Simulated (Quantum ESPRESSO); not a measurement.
A self-consistent single point of SrAg5 (P1, 6 atoms in the cell) with Quantum ESPRESSO.

Method of the run: PBEsol, PSlibrary PAW (PBE) pseudopotentials (plane waves; Quantum ESPRESSO).

The change in words: atoms moved at random. Reference geometry:
```xyz
6
Lattice="5.7104 0.0000 0.0000 -2.8552 4.9454 0.0000 0.0000 0.0000 4.6049" Properties=species:S:1:pos:R:3 pbc="T T T"
Sr     0.0000     0.0000     0.0000
Ag     2.8552     1.6485     0.0000
Ag     0.0000     3.2969     0.0000
Ag     2.8552     0.0000     2.3024
Ag     1.4276     2.4727     2.3024
Ag    -1.4276     2.4727     2.3024
```

Reference input (self-consistent single point, DFT, PBEsol, plane waves, PSlibrary PAW (PBE) pseudopotentials): ecutwfc = 50 Ry; ecutrho = 350 Ry; occupations = smearing; smearing = fermi-dirac; degauss = 0.0036749 Ry; input_dft = pbesol; potentials = {Sr: Sr.pbe-spn-kjpaw_psl.1.0.0.UPF, Ag: Ag.pbe-n-kjpaw_psl.1.0.0.UPF}; K_POINTS = automatic 5 5 5 0 0 0; conv_thr = 1e-10 Ry. This run's input differs from it in these lines:

```diff
@@ -26,8 +26,8 @@
 ATOMIC_POSITIONS crystal
-Sr    0.00000000    0.00000000    0.00000000
-Ag    0.66666667    0.33333333    0.00000000
-Ag    0.33333333    0.66666667    0.00000000
-Ag    0.50000000    0.00000000    0.50000000
-Ag    0.50000000    0.50000000    0.50000000
-Ag    0.00000000    0.50000000    0.50000000
+Sr    0.00158800    0.00461900   -0.00271800
+Ag    0.66318300    0.32653600    0.00671200
+Ag    0.34046700    0.66369700   -0.00666000
+Ag    0.49028300   -0.00873200    0.49346900
+Ag    0.50374700    0.51295300    0.50179100
+Ag    0.00073400    0.50092600    0.50740700
 K_POINTS automatic
@@ -35,4 +35,4 @@
 CELL_PARAMETERS bohr
-  10.79118680     0.00000000     0.00000000
-  -5.39559340     9.34544191     0.00000000
+  10.79118655     0.00000000     0.00000000
+  -5.39559327     9.34544213     0.00000000
    0.00000000     0.00000000     8.70199983
```

The program printed (abridged):

```
     Self-consistent Calculation

     iteration #  1     ecut=    50.00 Ry     beta= 0.70

     Threshold (ethr) on eigenvalues was too large:
     Diagonalizing with lowered threshold

     total energy              =   -2007.95973307 Ry
     estimated scf accuracy    <       0.05816303 Ry

     iteration #  2     ecut=    50.00 Ry     beta= 0.70

     total energy              =   -2007.97102364 Ry
     estimated scf accuracy    <       0.02173524 Ry

     iteration #  3     ecut=    50.00 Ry     beta= 0.70

     total energy              =   -2007.97651335 Ry
     estimated scf accuracy    <       0.00326356 Ry

   [... 7 blocks of this kind left out ...]

     iteration # 11     ecut=    50.00 Ry     beta= 0.70

     total energy              =   -2007.97741017 Ry
     estimated scf accuracy    <          2.0E-10 Ry

     iteration # 12     ecut=    50.00 Ry     beta= 0.70
     End of self-consistent calculation

     the Fermi energy is    10.4738 ev

!    total energy              =   -2007.97741017 Ry
     estimated scf accuracy    <          2.5E-11 Ry
     smearing contrib. (-TS)   =      -0.00227059 Ry
     internal energy E=F+TS    =   -2007.97513958 Ry

     convergence has been achieved in  12 iterations

     Forces acting on atoms (cartesian axes, Ry/au):

     atom    1 type  1   force =     0.00265368   -0.00439878    0.00043799
     atom    2 type  2   force =    -0.00224974    0.00477604   -0.00648847
     atom    3 type  2   force =    -0.00715398    0.00313696    0.01038705
     atom    4 type  2   force =    -0.00020568    0.01757588    0.00437413
     atom    5 type  2   force =     0.01496240   -0.01482767   -0.00340517
     atom    6 type  2   force =    -0.00800669   -0.00626242   -0.00530553

     Total force =     0.034356     Total SCF correction =     0.000007

          total   stress  (Ry/bohr**3)                   (kbar)     P=      -33.70
  -0.00026971  -0.00000001  -0.00000385          -39.68       -0.00       -0.57
  -0.00000001  -0.00026605  -0.00000034           -0.00      -39.14       -0.05
  -0.00000385  -0.00000034  -0.00015151           -0.57       -0.05      -22.29

   JOB DONE.
```

The run converged in 12 iterations. Against the reference run the free energy rises by 7.5 meV/atom, the pressure goes from -3.60 to -3.37 GPa and the largest force goes from 0.000 to 0.549 eV/Å. The full log also holds: “c_bands:  1 eigenvalues not converged”.

The starting cell comes from a database of computed structures (which also holds hypothetical and non-ambient phases and stackings), without a prior relaxation at this level. For this run, on top of that: atoms moved at random. With a pressure of about -3 GPa the cell is away from its equilibrium volume at this level.

Cost on one core of a shared machine: roughly 4 min.
